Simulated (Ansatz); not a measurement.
Start from ZrC in the rock salt structure (space group Fm-3m, No. 225; a = 4.669 Å; relaxed with 0.1 eV smearing). Axes: x, y, z lie along the cube axes.

Structures relaxed with PBEsol (Ansatz, a quantum-chemistry and plane-wave program, PAW, spin-orbit coupling left out).

Base:

Simulated powder pattern, Cu Kα1, λ = 1.54056 Å (kinematic, ideal powder, no thermal factors, no anomalous dispersion; the 14 strongest lines at most, above 2 %, up to 2θ = 90°):

```json
[
 {"2θ (°)": "33.21", "I/Imax (%)": "100", "hkl": "(111)"},
 {"2θ (°)": "38.53", "I/Imax (%)": "79", "hkl": "(200)"},
 {"2θ (°)": "55.63", "I/Imax (%)": "51", "hkl": "(220)"},
 {"2θ (°)": "66.34", "I/Imax (%)": "42", "hkl": "(311)"},
 {"2θ (°)": "69.71", "I/Imax (%)": "17", "hkl": "(222)"},
 {"2θ (°)": "82.58", "I/Imax (%)": "8.1", "hkl": "(400)"}
]
```

Perturbation: compressive biaxial strain of 2.50 % in the plane normal to [111], as in epitaxy on a mismatched substrate; the out-of-plane cell vector and the atoms relax.

Question: How do the reflections move or split?

Answer: 
Simulated powder pattern, Cu Kα1, λ = 1.54056 Å (kinematic, ideal powder, no thermal factors, no anomalous dispersion; the 14 strongest lines at most, above 2 %, up to 2θ = 90°):

```tsv
2θ (°)	I/Imax (%)	hkl
32.70	34	(111)
33.93	93	(1 1 -1)
39.03	100	(200)
55.56	34	(220)
57.19	31	(2 0 -2)
65.98	14	(311)
67.45	26	(3 1 -1)
68.19	13	(1 1 -3)
68.53	5.9	(222)
71.41	16	(2 2 -2)
83.83	10	(400)
```

The indices refer to the base's conventional cell; one index is shown for lines that coincide. The space group is now R-3m (No. 166).

Stability against distortions was not tested. All final runs are without spin polarisation.
